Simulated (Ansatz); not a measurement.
Consider CdO in the rock salt structure (space group Fm-3m, No. 225; a = 4.7683 Å).

Calculations: plane-wave PAW DFT at the PBE level (Ansatz, a first-principles code, 420 eV), without spin-orbit coupling, earlier PAW set.

| level | band gap | lattice parameter a |
|---|---|---|
| PBE | zero | 4.768 Å |

Measured: band gap 0.84 eV (0 K or low temperature; as listed in E. Menéndez-Proupin et al., Physical Review B (2004)); lattice parameter a 4.696 Å (temperature not stated; as listed in Priya Gopal et al., Physical Review B (2015)).

Computed minus measured — band gap: PBE -0.84 eV; lattice parameter a: PBE +1.5 %. Measured values not marked as corrected hold thermal and zero-point effects that the static-lattice runs lack. A measured gap can be an optical one, lowered by exciton binding. Levels without spin-orbit coupling miss its effect on the gap.

Stability against distortions was not tested. All final runs are without spin polarisation. The zero or small gap of CdO can change with the level of theory.
